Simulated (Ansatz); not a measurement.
Consider the following.

End structure of a constructed model of the (100) surface of fcc Pd, a pseudomorphic layer of Zn in the host's stacking (bottom of the slab: a bare face, its two planes held):

```
CELL_PARAMETERS angstrom
      2.78861     0.00000     0.00000
      0.00000     2.78861     0.00000
      0.00000     0.00000    28.00000
ATOMIC_POSITIONS crystal
  Pd 0.50000 0.50000 0.29023
  Pd 0.00000 0.00000 0.36065
  Pd 0.50000 0.50000 0.43087
  Pd 0.00000 0.00000 0.50145
  Pd 0.50000 0.50000 0.57215
  Pd 0.00000 0.00000 0.64514
  Zn 0.50000 0.50000 0.70417
```

Slab: 7 atoms, 11.7 Å thick at the start; k 13x13x1, smearing 0.1 eV, dipole-corrected; single point; on the structure that PBE left under its start's symmetry; no spin, no spin-orbit, no U. It is one candidate, not shown to be the stable structure of the face.

Question: Predict the work function of the top face from r2SCAN, at the PBE geometry in Ansatz (a program for electronic structure).

Answer: 3.84 eV
